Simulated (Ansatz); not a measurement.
## Quick settings and what they miss: PtS2 (P-3m1, 3 atoms in the cell)

Self-consistent single point.

```yaml
crystal:
  lattice:
    - [3.60800, 0.00000, 0.00000]
    - [-1.80400, 3.12462, 0.00000]
    - [0.00000, 0.00000, 5.69054]
  atoms:
    - { symbol: Pt, position: [0.00000, 0.00000, 0.00000] }
    - { symbol: S, position: [0.66667, 0.33333, 0.77966] }
    - { symbol: S, position: [0.33333, 0.66667, 0.22034] }
```

Computed with PBEsol, default PAW files made with PBE (plane waves; Ansatz, a first-principles code).

Base settings: basis.ecutwfc = 420 eV; kpoints.mp_grid.grid = 11 11 6; hamiltonian.xc = pbesol; hamiltonian.pseudopotentials = {kind: paw} (the program's default PAW files); scf.occupations.method = gaussian; scf.occupations.width = 0.05 eV.

Tight run (finer mesh or higher cutoff; not a proven limit): basis.ecutwfc: 420 eV → 590 eV; kpoints.mp_grid.grid: 11 11 6 → 15 15 9; scf.convergence.dr2_threshold: default (1e-07 eV) → 1e-09 eV. It gave top of the valence band (on the code's own zero) 8.02 eV; gap on the k-point mesh 0.92 eV; pressure -7.46 GPa; largest force (vector length) 0.878 eV/Å.

Quick runs, as changes from the base:
- A: the base itself
- B: basis.ecutwfc: 420 eV → 295 eV; kpoints.mp_grid.grid: 11 11 6 → 4 4 4
- C: basis.ecutwfc: 420 eV → 295 eV; kpoints.mp_grid.grid: 11 11 6 → 8 8 8
- D: basis.ecutwfc: 420 eV → 250 eV; kpoints.mp_grid.grid: 11 11 6 → 3 3 3; hamiltonian.xc: pbesol → lda; scf.convergence.dr2_threshold: default (1e-07 eV) → 0.0001 eV [LDA (PW92)]

Dashes: energy of D, another energy zero.

Gaps are read on each run's own mesh, which may miss the band edges.

† marks runs with another functional, U, potentials or spin treatment: their distance from the tight run is not a convergence error alone.

The count of work is k-points × plane waves × bands × iterations; it is no time. 

Pressures in the table are Ansatz's without its Pulay estimate, at a fixed set of plane waves; the tight run's value above holds the estimate.

The starting cell comes from a database of computed structures (which also holds hypothetical and non-ambient phases and stackings), without a prior relaxation at this level. Its lattice was rescaled by a random factor within 2.5 % of one. Spin-orbit coupling is off. In the base run, with a pressure of about -7 GPa the cell is away from its equilibrium volume at this level.

```csv
run,energy less tight (meV/atom),pressure less tight (GPa),largest miss in a force vector (eV/Å),gap on the mesh less tight (eV),count of work / tight
A,1.0,-0.01,0.001,-0.002,0.20
B,84.0,-5.36,0.093,0.138,0.019
C,79.1,-5.37,0.034,0.089,0.093
D†,–,-33.20,0.063,0.370,0.0069
```

Among the runs at the tight run's level, the energy misses run from 1.0 to 84.0 meV/atom.

Left out of this page: 1 run of the series unsound by tests on forces, stress, charge or solver warnings; 3 runs of the series with a known weakness of the program.

Keys are those of Ansatz 0.2.
